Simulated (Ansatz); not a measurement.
The parent structure is WB$_{2}$ (space group P6_3/mmc, No. 194; a = 3.003 Å, c = 13.924 Å). Axes: x lies along a and z along c of the hexagonal cell.

Method: PBEsol (Ansatz, a quantum-chemistry and plane-wave program, PAW, spin-orbit coupling left out).

Base values:

- Volume per atom: 9.06 Å³
- Pressure: 0.0 GPa
- Band gap: zero

One thing is altered: biaxial strain −2.23 %, plane normal [001], relaxed out of plane (Cartesian); in-plane vectors clamped, the third vector and the atoms free.

Q: Estimate the effect on the volume per atom, pressure and band gap.

A: The volume per atom decreases by 0.28 Å³, from 9.06 Å³ to 8.78 Å³; the pressure (mean of the normal stresses, compression positive) goes from zero to 10.3 GPa; the band gap remains zero.

Whether these cells are dynamically stable was not tested. All final runs are without spin polarisation.
